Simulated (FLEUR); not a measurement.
## Convergence test for Sc₂BC₂ (I4/mmm, 5 atoms in the cell)

```
CELL_PARAMETERS angstrom
     -1.64566     1.64566     5.28155
      1.64566    -1.64566     5.28155
      1.64566     1.64566    -5.28155
ATOMIC_POSITIONS crystal
  B  0.00000 0.00000 0.00000
  Sc 0.34759 0.34759 0.00000
  Sc 0.65241 0.65241 0.00000
  C  0.13816 0.13816 0.00000
  C  0.86184 0.86184 0.00000
```

Method of the run: PBEsol, all-electron FLAPW (FLEUR), scalar-relativistic valence.

The starting cell comes from a database of published, mostly measured structures (it also holds non-ambient and calculated ones), without a prior relaxation at this level. Its lattice was rescaled by a random factor within 2.5 % of one. Values depend on the basis (sphere radii, cutoffs, local orbitals), which need not be converged.

Held fixed: Kmax = 4.8 1/bohr; xcFunctional = PBEs; jspins = 1; l_soc = F; mode = gauss; fermiSmearingEnergy = 0.00183747 Htr; mesh (inpgen div1-3) = 5 5 5; inpgen gamma flag = false; numbands = 0; maxIterBroyd = 99; imix = Anderson; alpha = 0.05; precondParam = 0; minDistance = 1e-05 me/bohr^3; ctail = T; kcrel = 0; coretail_lmax = 0; theta = 0. Moved along with it: GmaxXC.

ΔE is the total energy (no entropy term) per atom less that of the last row (19.2 1/bohr).

The series runs over Gmax = 9.6 1/bohr; 10.7 1/bohr; 11.8 1/bohr; 13.6 1/bohr; 14.4 1/bohr; 15.2 1/bohr; 16.6 1/bohr; 19.2 1/bohr.

Problem. From which setting on does the energy stay within 0.5 meV/atom of the last one?

Solution. From Gmax = 14.4 1/bohr on; the one before it is off by 0.86 meV/atom.

```
Gmax         ΔE (meV/atom)
-----------  -------------
9.6 1/bohr             5.5
10.7 1/bohr            5.7
11.8 1/bohr           0.24
13.6 1/bohr          -0.86
14.4 1/bohr           0.05
15.2 1/bohr           0.37
16.6 1/bohr          -0.02
19.2 1/bohr           0.00
```
